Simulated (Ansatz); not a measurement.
System: MgGaNO (model structure, started from the AlSiCN type, P3m1, No. 156, 4 atoms in the cell). Method: PBE0 (Ansatz, a first-principles code, PAW).

Run with plane-wave cutoff 460 eV, 9×9×6 k mesh (along the axes of the cell as run), Fermi–Dirac smearing 0.01 eV, scalar-relativistic PAW data made under PBE.

Cell (relaxed with PBEsol):

GaMgNO has the trigonal space group P3m1 (No. 156), Pearson symbol hP4. Lattice parameters: a = 3.235 Å, b = 3.235 Å, c = 5.163 Å, α = 90.00°, β = 90.00°, γ = 120.00°. Ga on 1b is surrounded by 3 N at 1.936 Å and 1 O at 1.952 Å (tetrahedral). Mg on 1c is surrounded by 3 O at 1.967 Å and 1 N at 2.087 Å (tetrahedral). O on 1b is coordinated by 1 Ga at 1.952 Å and 3 Mg at 1.967 Å (tetrahedral). N on 1c is surrounded by 3 Ga at 1.936 Å and 1 Mg at 2.087 Å (tetrahedral). (Neighbours: up to the widest gap in distance over summed covalent radii, below 1.35, at either atom; cation-cation and far metal-metal contacts left out.)

Question: Estimate the band gap that the calculation returns.

Answer: 
- band gap = 4.06 eV (on the SCF k mesh)

Note: the relaxation could raise the start's symmetry but not lower it, so the cell can be a saddle point; cell and atoms aren't relaxed at this level (largest force component 0.03 eV/Å, pressure -0.7 GPa).

Spin–orbit coupling is not included.

Computed values are for the static lattice.

A model structure was made by putting elements into a prototype or built by hand; it is no filed structure, need not be a known phase, and can be a saddle point held by its symmetry.
